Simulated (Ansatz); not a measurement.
Results of r²SCAN+rVV10 (Ansatz, a program for electronic structure, plane waves, PAW) for Si (C2/m, No. 12, 8 atoms in the cell; start mp-1079297; another form than the element's usual one).

Numerical settings: plane-wave cutoff 560 eV, 10×10×6 k mesh (along the axes of the cell as run), Fermi–Dirac smearing 0.01 eV, scalar-relativistic PAW data made under PBE.

Cell (relaxed at this level):

```yaml
crystal:
  lattice:
    - [6.90467, -1.92014, 0.00088]
    - [6.90467, 1.92014, 0.00088]
    - [-0.74503, 0.00000, 6.28720]
  atoms:
    - { symbol: Si, position: [0.05541, 0.05541, 0.87387] }
    - { symbol: Si, position: [0.94459, 0.94459, 0.12613] }
    - { symbol: Si, position: [0.55887, 0.55887, 0.65334] }
    - { symbol: Si, position: [0.44113, 0.44113, 0.34666] }
    - { symbol: Si, position: [0.21262, 0.21262, 0.05747] }
    - { symbol: Si, position: [0.78738, 0.78738, 0.94253] }
    - { symbol: Si, position: [0.72708, 0.72708, 0.58553] }
    - { symbol: Si, position: [0.27292, 0.27292, 0.41447] }
```

**Question.** What does this level give for the band gap and smallest direct gap on the k points sampled?

**Answer.** 
band gap: 0.38 eV (indirect)
smallest direct gap on the k points sampled: 0.70 eV

It cost about 3 core-minutes (a rough figure) of CPU time.

A start named mp-… is a Materials Project structure, which need not be a measured phase.
